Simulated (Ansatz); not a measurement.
**Rh in the fcc (Cu type) structure (space group Fm-3m, No. 225)**

Space group Fm-3m (No. 225); a = 3.800 Å, b = 3.800 Å, c = 3.800 Å, α = 90.00°, β = 90.00°, γ = 90.00°

```
atom  site  symmetry       x       y       z
----  ----  --------  ------  ------  ------
Rh      4a      m-3m  0.0000  0.0000  0.0000
```
(The calculation used a cell of 1 atom; values per cell refer to that cell.)

The values are results of r2SCAN (Ansatz, a quantum-chemistry and plane-wave program; PAW; 500 eV plane waves; scalar-relativistic without spin-orbit coupling), not measurements. k-mesh 21×21×21 (Γ-centred); smearing 0.05 eV (Fermi–Dirac).

The volume per atom is 13.72 Å³ and the density is 12.46 g/cm³. The band gap is zero and the total energy comes out as -6415.273 eV/atom (σ→0; compares only within this code and set-up).

Whether these cells are dynamically stable was not tested. The final runs are not spin-polarised.
